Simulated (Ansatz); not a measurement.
# TiO2: response to strain

Start from TiO2 in the rutile structure (space group P4_2/mnm, No. 136; a = 4.643 Å, c = 2.964 Å).

Strains are applied to the cell and any free atomic positions relax.

Calculations: Ansatz (a program for electronic structure) PBE, no spin-orbit coupling.

Notes on the quantities. energy relative to the base: free energy F.

| isotropic strain (%) | energy relative to the base (meV/atom) |
|---|---|
| 0 | 0.0 |
| 0.6 | 2.2 |
| 1.2 | 8.8 |
| 1.8 | ? |
| 3 | 51.3 |

Problem. Fit ΔE = Aε² + Bε³ (ε in %) to the rows shown and predict the withheld row.

Solution. Least squares on the printed values gives A = 6.37 and B = -0.22 meV/atom (largest residual 0.0 meV/atom); this predicts 19.3 meV/atom, and the run gives 19.3 meV/atom, in agreement.

Stability against distortions was not tested. All final runs are without spin polarisation.
